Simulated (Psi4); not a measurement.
Psi4 1.11, M06-2X/def2-svp: C[Si](C)(O)C#C[Si](C)(C)O, 24 atoms. The geometry is a generated start, not checked to be a minimum at this level.

```
Item                                                      Value
-------------------------------  ------------------------------
task                                                   gradient
method                                                   m06-2x
basis                                                  def2-svp
memory                                                     7 GB
scf_type                                           df (default)
guess                            auto, which took SAD (default)
diis_max_vecs                                      10 (default)
scf_initial_accelerator                         adiis (default)
e_convergence                                   1e-08 (default)
d_convergence                                   1e-08 (default)
basis functions (reference run)                             218
grid points (reference run)                             4302359
```

```xyz
24

Si     2.4323    -0.1159    -0.4989
C      3.0486     1.6370    -0.0815
C      3.2189    -1.4585     0.5776
O      2.8428    -0.5532    -2.0230
C      0.5790    -0.1165    -0.3175
C     -0.6287    -0.1184    -0.2392
Si    -2.4863    -0.1564    -0.1061
C     -3.2159     1.5838    -0.2958
C     -2.9130    -0.9608     1.5662
O     -3.1197    -0.9952    -1.3617
H      4.1285     1.7099    -0.1776
H      2.6095     2.3768    -0.7454
H      2.7895     1.9189     0.9338
H      2.8122    -2.4335     0.3279
H      4.2927    -1.5024     0.4288
H      3.0331    -1.2828     1.6317
H      2.5112    -0.0786    -2.7807
H     -4.3003     1.5612    -0.2562
H     -2.9308     2.0209    -1.2478
H     -2.8648     2.2438     0.4901
H     -2.5073    -1.9674     1.6328
H     -2.5041    -0.3952     2.3975
H     -3.9884    -1.0324     1.7073
H     -2.8389    -1.8852    -1.5623
```
Charge 0, spin multiplicity 1.

The reference run has dft_radial_points = 200, dft_spherical_points = 974, dft_pruning_scheme = none (default); it is not itself proven converged. Single runs; times are not shown.

Settings tried, all else as in the reference:
- dft_radial_points = 35, dft_spherical_points = 110
- dft_radial_points = 99, dft_spherical_points = 590
- dft_radial_points = 75 (default), dft_spherical_points = 434
- dft_radial_points = 99, dft_spherical_points = 590, dft_pruning_scheme = treutler
- dft_radial_points = 99, dft_spherical_points = 590, dft_pruning_scheme = robust
- dft_radial_points = 75 (default), dft_spherical_points = 302 (default)
- dft_radial_points = 75 (default), dft_spherical_points = 302 (default), dft_pruning_scheme = robust
- dft_radial_points = 50, dft_spherical_points = 194
- dft_radial_points = 25, dft_spherical_points = 50
- dft_radial_points = 150, dft_spherical_points = 770
- dft_radial_points = 75 (default), dft_spherical_points = 302 (default), dft_pruning_scheme = treutler

Task: Which settings reproduce the reference to 10 meV/atom in energy, 100 meV/Å in forces (largest component)?

Result: Within it: dft_radial_points = 150, dft_spherical_points = 770; dft_radial_points = 99, dft_spherical_points = 590; dft_radial_points = 99, dft_spherical_points = 590, dft_pruning_scheme = robust; dft_radial_points = 75 (default), dft_spherical_points = 434; dft_radial_points = 75 (default), dft_spherical_points = 302 (default); dft_radial_points = 75 (default), dft_spherical_points = 302 (default), dft_pruning_scheme = robust; dft_radial_points = 75 (default), dft_spherical_points = 302 (default), dft_pruning_scheme = treutler; dft_radial_points = 99, dft_spherical_points = 590, dft_pruning_scheme = treutler; dft_radial_points = 50, dft_spherical_points = 194. Outside: dft_radial_points = 35, dft_spherical_points = 110; dft_radial_points = 25, dft_spherical_points = 50.

| setting | grid points | energy against the reference | difference in forces (largest component) |
|---|---|---|---|
| the reference | 4302359 | — | — |
| dft_radial_points = 150, dft_spherical_points = 770 | 2568262 | +0.0057 meV/atom | 2.2 meV/Å |
| dft_radial_points = 99, dft_spherical_points = 590 | 1303920 | −0.019 meV/atom | 3.5 meV/Å |
| dft_radial_points = 99, dft_spherical_points = 590, dft_pruning_scheme = robust | 907300 | −0.019 meV/atom | 3.5 meV/Å |
| dft_radial_points = 75 (default), dft_spherical_points = 434 | 730307 | +0.070 meV/atom | 9.3 meV/Å |
| dft_radial_points = 75 (default), dft_spherical_points = 302 (default) | 508546 | +0.14 meV/atom | 13 meV/Å |
| dft_radial_points = 75 (default), dft_spherical_points = 302 (default), dft_pruning_scheme = robust | 346950 | +0.14 meV/atom | 15 meV/Å |
| dft_radial_points = 75 (default), dft_spherical_points = 302 (default), dft_pruning_scheme = treutler | 277254 | −1.0 meV/atom | 49 meV/Å |
| dft_radial_points = 99, dft_spherical_points = 590, dft_pruning_scheme = treutler | 671716 | −1.2 meV/atom | 50 meV/Å |
| dft_radial_points = 50, dft_spherical_points = 194 | 221548 | −0.18 meV/atom | 60 meV/Å |
| dft_radial_points = 35, dft_spherical_points = 110 | 88322 | +30 meV/atom | 360 meV/Å |
| dft_radial_points = 25, dft_spherical_points = 50 | 28724 | −200 meV/atom | 1100 meV/Å |

Total energies are compared; such shifts often cancel in part in energy differences. The gradients leave out the derivatives of the grid weights. The tolerance is a choice made for this comparison.
